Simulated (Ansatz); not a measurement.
We consider C11b WSi₂, described by PBEsol+SOC (plane waves, PAW; Ansatz, a quantum-chemistry and plane-wave program).

Run with plane-wave cutoff 520 eV, 24×24×24 k mesh, Fermi–Dirac smearing 0.05 eV, PAW data made under PBE.

Equation-of-state points:

```
V (Å³/atom)  E − E_lowest (meV/atom)
-----------  -----------------------
12.820                         16.51
13.087                          3.97
13.354                          0.00
13.621                          3.72
13.888                         14.35
```

### Question
What bulk modulus B0 and pressure derivative B′ does a third-order Birch–Murnaghan fit give?

### Answer
V0 = 13.354 Å³/atom, B0 = 230 GPa, B′ = 4.4 (fit to the energies at full precision).

Shape and atoms are relaxed at each volume.

Note: the bulk modulus comes from volumes at which shape and atoms were relaxed.

Static lattice: no zero-point or thermal effects.
